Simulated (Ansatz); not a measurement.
Take Li2Se in the anti-fluorite structure (space group Fm-3m, No. 225) as the base.

```
Li2Se
1.0
    0.00000     2.97241     2.97241
    2.97241     0.00000     2.97241
    2.97241     2.97241     0.00000
Li Se
2 1
Direct
  0.25000   0.25000   0.25000
  0.75000   0.75000   0.75000
  0.00000   0.00000   0.00000
```

Calculations: PBEsol, PAW, 420 eV (Ansatz, a quantum-chemistry and plane-wave program; no spin-orbit coupling).

Before the change:

| Property | Result |
|---|---|
| Hole mass | 0.35, 0.78, 0.78 mₑ (at Γ) |
| Valley order | X along ⟨100⟩ 2.82 eV; Γ 3.36 eV |
| Smallest direct gap | 3.36 eV |

Modification: every lattice vector is shortened by 2.00 %, atoms relaxed at fixed cell.

Task: Estimate the effect on the hole mass, valley order and smallest direct gap.

Result: The hole mass (degenerate bands, along [100]) goes from 0.35, 0.78, 0.78 mₑ (at Γ) to 0.35, 0.73, 0.73 mₑ (at Γ); the valley order (the lowest conduction-band minima on the path, energy above the VBM, named in the base's zone) changes from X along ⟨100⟩ 2.82 eV; Γ 3.36 eV to X along ⟨100⟩ 2.76 eV; Γ 3.63 eV; the smallest direct gap rises by 0.27 eV to 3.63 eV.

The cells carry an imposed strain or load. Effective masses come from finite differences of ±0.01 Å⁻¹. Stability against distortions was not tested.
